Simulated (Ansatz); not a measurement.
In a free triangular strip chain of Ag atoms, spin-degenerate bands cross the Fermi level 2 times between Γ and the zone edge.

Level of theory: PBE (plane waves to 420 eV, PAW; Ansatz, a quantum-chemistry and plane-wave program). Mesh 1×1×106. No spin polarisation, so a magnetic state wasn't tested. Isolated but for its images some 11 Å away. A hypothetical model. Only distortions within the start's symmetry and period were free. Pairing along the axis, which can open a gap, is among the distortions not tried. Values not marked SOC lack spin–orbit coupling.

Question: What are the conductance and the two-terminal resistance of a perfect, endless piece?

Answer: Each crossing on the half of the zone with k > 0 has a partner at −k, so it gives one mode in each direction. Counting spin there are 4 modes, each carrying e²/h = 38.74 μS. G = 4 × 38.74 = 155.0 μS and R = 1/G = 6.45 kΩ, whatever the length. Scattering by phonons, roughness and contacts can only raise R.
